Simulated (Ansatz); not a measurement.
**A computed series for Zr: response to strain**

The parent structure is Zr in the hcp (Mg type) structure (space group P6_3/mmc, No. 194; relaxed with 0.1 eV smearing).

```xyz
2
Lattice="3.1438 0.0000 0.0000 -1.5719 2.7226 0.0000 0.0000 0.0000 5.0928" Properties=species:S:1:pos:R:3 pbc="T T T"
Zr     1.5719     0.9075     3.8196
Zr     0.0000     1.8151     1.2732
```

Cartesian axes are those of the cell as printed.

Strains are applied to the cell and any free atomic positions relax; under biaxial strain the out-of-plane vector relaxes too.

Computed with LDA/PAW in Ansatz (a quantum-chemistry and plane-wave program), no spin-orbit coupling.

```json
[
 {"biaxial strain, plane normal [001], relaxed out of plane (%)": "0", "out-of-plane strain (%)": "0.00"},
 {"biaxial strain, plane normal [001], relaxed out of plane (%)": "0.5", "out-of-plane strain (%)": "?"},
 {"biaxial strain, plane normal [001], relaxed out of plane (%)": "1.5", "out-of-plane strain (%)": "-1.31"},
 {"biaxial strain, plane normal [001], relaxed out of plane (%)": "2", "out-of-plane strain (%)": "-1.73"},
 {"biaxial strain, plane normal [001], relaxed out of plane (%)": "2.5", "out-of-plane strain (%)": "-2.14"},
 {"biaxial strain, plane normal [001], relaxed out of plane (%)": "3", "out-of-plane strain (%)": "-2.55"}
]
```

Problem. Fit ε⊥ = −νε + γε² (strains in %) to the rows shown and predict the withheld row.

Solution. Least squares on the printed values gives ν = 0.90 (the biaxial Poisson response) and γ = 0.015 (largest residual 0.00 %); this predicts -0.44 %, and the run gives -0.45 %, in agreement.

Whether these cells are dynamically stable was not tested. The final runs are not spin-polarised.
